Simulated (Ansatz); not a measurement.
The starting structures come from a database of crystals and need not be the phases stable at ambient conditions.

Inside the gap of an insulator the Bloch states are evanescent, with a wavenumber k + iκ along the transport direction.

Input:

```xyz
10
Lattice="4.0385 0.0000 0.0000 0.0000 5.3636 0.0000 0.0000 -1.3697 7.5058" Properties=species:S:1:pos:R:3 pbc="T T T"
La     3.0288    -0.0574     5.5237
La     1.0096     4.0513     1.9821
C      3.0288     1.3701     2.6890
C      1.0096     2.6239     4.8169
N      1.0096     1.4107     4.9596
N      3.0288     2.5832     2.5462
N      1.0096     3.8589     4.6420
N      3.0288     0.1350     2.8638
Cl     3.0288     2.6849     7.1906
Cl     1.0096     1.3090     0.3152
```

Space group of this cell: P2_1/m. The cell is taken as given; by r2SCAN its mean pressure is -1.8 GPa.

Transport runs along the normal of the first two printed cell vectors.

The gap is the functional's own, uncorrected, and κ follows it; spin-orbit coupling is left out. Mid-gap values are interpolated between the computed energies.

Q: Compute, with Ansatz (a program for electronic structure) with r2SCAN, the band gap and the smallest decay constant κ at mid-gap.

A: Gap 3.66 eV on a 8×6×4 mesh; κ = 0.461 1/Å, at (0.000, 0.167) of the in-plane reciprocal vectors. At the zone centre, at the nearest computed energy, the slowest state has κ = 0.47 1/Å.
